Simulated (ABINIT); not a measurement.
Input and output of a self-consistent single point for Si2Mo (I4/mmm, 3 atoms in the cell) (ABINIT).

Method of the run: PBE, PAW (JTH v2.0 PBE PAW) (plane waves; ABINIT).

The change in words: lattice scaled by 0.98. Reference geometry:
```
CELL_PARAMETERS angstrom
     -1.61495     1.61495     3.93936
      1.61495    -1.61495     3.93936
      1.61495     1.61495    -3.93936
ATOMIC_POSITIONS crystal
  Si 0.66457 0.66457 0.00000
  Si 0.33543 0.33543 0.00000
  Mo 0.00000 0.00000 0.00000
```

Reference input (self-consistent single point, DFT, PBE, plane waves, PAW (JTH v2.0 PBE PAW)): pseudos = [Si.GGA_PBE-JTH.xml, Mo.GGA_PBE-JTH.xml]; ecut = 20 Ha; pawecutdg = 40 Ha; pawxcdev = 0; ixc = 11; occopt = 7; tsmear = 0.00999582 Ha; ngkpt = 14 14 14; nshiftk = 1; shiftk = 0 0 0; potentials = JTH v2.0 PBE PAW; nband = 16. This run's input differs from it in these lines:

```diff
@@ -3,7 +3,7 @@
 pseudos "Si.GGA_PBE-JTH.xml, Mo.GGA_PBE-JTH.xml"
-acell 8.6049306955 8.6049306955 8.6049306955
+acell 8.4328323281 8.4328323281 8.4328323281
 rprim
-        -0.3546580029    0.3546580029    0.8651216111
-         0.3546580029   -0.3546580029    0.8651216111
-         0.3546580029    0.3546580029   -0.8651216111
+        -0.3546579791    0.3546579791    0.8651216306
+         0.3546579791   -0.3546579791    0.8651216306
+         0.3546579791    0.3546579791   -0.8651216306
 natom 3
@@ -13,4 +13,4 @@
 xcart
-        -0.0000000000   -0.0000000000    9.8945321955
-        -0.0000000000   -0.0000000000    4.9940908171
+        -0.0000000000    0.0000000000    9.6966420539
+        -0.0000000000    0.0000000000    4.8942092543
          0.0000000000    0.0000000000    0.0000000000
```

Output (repeated stretches shortened):

```
--- !BeginCycle
solver: {iscf: 17, nstep: 80, nline: 4, wfoptalg: 10, }
tolerances: {toldfe: 1.00E-09, }
...

     iter   Etot(hartree)      deltaE(h)  residm     nres2
 ETOT  1  -76.486116417126    -7.649E+01 2.639E+00 1.720E+01
 ETOT  2  -76.870638866849    -3.845E-01 7.884E-02 2.563E+00
 ETOT  3  -76.868725896123     1.913E-03 2.121E-02 5.489E-01
 ETOT  4  -76.868757354792    -3.146E-05 1.251E-02 8.992E-02
 ETOT  5  -76.869115631667    -3.583E-04 1.049E-02 6.863E-03
   [... 18 lines left out ...]
 ETOT 24  -76.869428495659    -1.790E-09 1.424E-05 6.139E-10
 ETOT 25  -76.869428496784    -1.126E-09 1.050E-05 1.160E-09
 ETOT 26  -76.869428497475    -6.906E-10 1.558E-05 4.013E-10
 ETOT 27  -76.869428497905    -4.295E-10 1.121E-05 1.601E-09
 At SCF step   27, etot is converged :
  for the second time, diff in etot=  4.295E-10 < toldfe=  1.000E-09

 Cartesian components of stress tensor (hartree/bohr^3)
  sigma(1 1)= -3.83233913E-04  sigma(3 2)=  0.00000000E+00
  sigma(2 2)= -3.83233913E-04  sigma(3 1)=  0.00000000E+00
  sigma(3 3)= -4.90086295E-04  sigma(2 1)=  0.00000000E+00

 ----iterations are completed or convergence reached----

 reduced coordinates (array xred) for    3 atoms
       0.664569999997      0.664569999997      0.000000000000
       0.335430000003      0.335430000003      0.000000000000
       0.000000000000      0.000000000000      0.000000000000
 cartesian forces (eV/Angstrom) at end:
    1     -0.00000000000000    -0.00000000000000     0.19513169197220
    2     -0.00000000000000    -0.00000000000000    -0.19513169197220
   [... lines left out ...]
 Fermi (or HOMO) energy (eV) =  12.74375   Average Vxc (eV)= -12.40976
   [... lines left out ...]
'-kT*entropy'       : -3.55753844214741E-04
total_energy        : -7.68694266365216E+01
total_energy_eV     : -2.09172347530450E+03
...

-Cartesian components of stress tensor (GPa)         [Pressure=  1.2323E+01 GPa]
- sigma(1 1)= -1.12751291E+01  sigma(3 2)=  0.00000000E+00
- sigma(2 2)= -1.12751291E+01  sigma(3 1)=  0.00000000E+00
- sigma(3 3)= -1.44188342E+01  sigma(2 1)=  0.00000000E+00

 Calculation completed.
```

The run converged in 27 iterations. Against the reference run the free energy rises by 25.2 meV/atom, the pressure goes from -1.55 to 12.32 GPa and the largest force goes from 0.040 to 0.195 eV/Å.

The starting cell comes from a database of computed structures (which also holds hypothetical and non-ambient phases and stackings), without a prior relaxation at this level. Its lattice was rescaled by a random factor within 2.5 % of one. For this run, on top of that: lattice scaled by 0.98. Spin polarisation is off. With a pressure of about 12 GPa the cell is away from its equilibrium volume at this level.

Cost on one core of a shared machine: roughly 10 min.
